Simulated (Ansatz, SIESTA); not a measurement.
A SIESTA input for a self-consistent single point of PtAl2 (Fm-3m, 3 atoms in the cell) (DFT, GGA PBE, numerical atomic orbitals DZP, PseudoDojo PBE standard norm-conserving potentials (rewritten from UPF to PSML)):

```
# files in the folder: Al.psml Pt.psml (PseudoDojo PBE standard)
SystemName  PtAl2
SystemLabel siesta

NumberOfAtoms                3
NumberOfSpecies              2
%block ChemicalSpeciesLabel
  1 13 Al
  2 78 Pt
%endblock ChemicalSpeciesLabel
LatticeConstant              4.272611 Ang
%block LatticeVectors
     0.000000000    0.707106732    0.707106732
     0.707106732    0.000000000    0.707106732
     0.707106732    0.707106732    0.000000000
%endblock LatticeVectors
AtomicCoordinatesFormat      Ang
%block AtomicCoordinatesAndAtomicSpecies
     1.510596000    1.510596000    1.510596000  1
     4.531788000    4.531788000    4.531788000  1
     0.000000000    0.000000000    0.000000000  2
%endblock AtomicCoordinatesAndAtomicSpecies

XC.functional                GGA
XC.authors                   PBE
PAO.BasisSize                DZP
PAO.EnergyShift              0.01 Ry
MeshCutoff                   300 Ry
%block kgrid.MonkhorstPack
   13   0   0  0.0
    0  13   0  0.0
    0   0  13  0.0
%endblock kgrid.MonkhorstPack
OccupationFunction           FD
ElectronicTemperature        1578.21 K

MaxSCFIterations             150
SCF.Mixer.Method             Broyden
SCF.Mixer.Weight             0.1
SCF.Mixer.History            6
SCF.DM.Tolerance             1.0E-05
Diag.ParallelOverK           true
WriteForces                  true
```

Problem. Give the Ansatz (a first-principles code) input for the same structure, mesh, smearing and functional.

Solution. This is the input that was run; spellings and numerical settings could be chosen otherwise.

Ansatz 0.2 input:
```yaml
crystal:
  lattice:
    - [0.00000000, 3.02119200, 3.02119200]
    - [3.02119200, 0.00000000, 3.02119200]
    - [3.02119200, 3.02119200, 0.00000000]
  atoms:
    - { symbol: Al, position: [0.25000000, 0.25000000, 0.25000000] }
    - { symbol: Al, position: [0.75000000, 0.75000000, 0.75000000] }
    - { symbol: Pt, position: [0.00000000, 0.00000000, 0.00000000] }
basis:
  ecutwfc: 30.9 Ry
kpoints:
  mp_grid: { grid: [13, 13, 13] }
hamiltonian:
  xc: pbe
  pseudopotentials: { kind: paw }
scf:
  occupations: { method: fermi_dirac, width: 0.01 Ry }
output:
  forces: true
  eigenvalues: true
  stress: true
```

Basis settings and potentials, where a program has them, do not carry over. This input uses DFT, PBE, plane waves, default PAW files. The width in Ry is rounded to four decimals. Both were run: pressure -5.42 GPa in SIESTA and -5.58 in Ansatz. Ansatz's pressure is the one without its finite-basis correction.

On SIESTA: the starting cell has typed, rounded lattice constants, without a prior relaxation at this level. Its lattice was rescaled by a random factor within 2.5 % of one. Spin polarisation is off. Values carry the incompleteness of an atom-centred basis. With a pressure of about -5 GPa the cell is away from its equilibrium volume at this level.

On Ansatz: the starting cell has typed, rounded lattice constants, without a prior relaxation at this level. Its lattice was rescaled by a random factor within 2.5 % of one. Spin polarisation is off. With a pressure of about -6 GPa the cell is away from its equilibrium volume at this level.
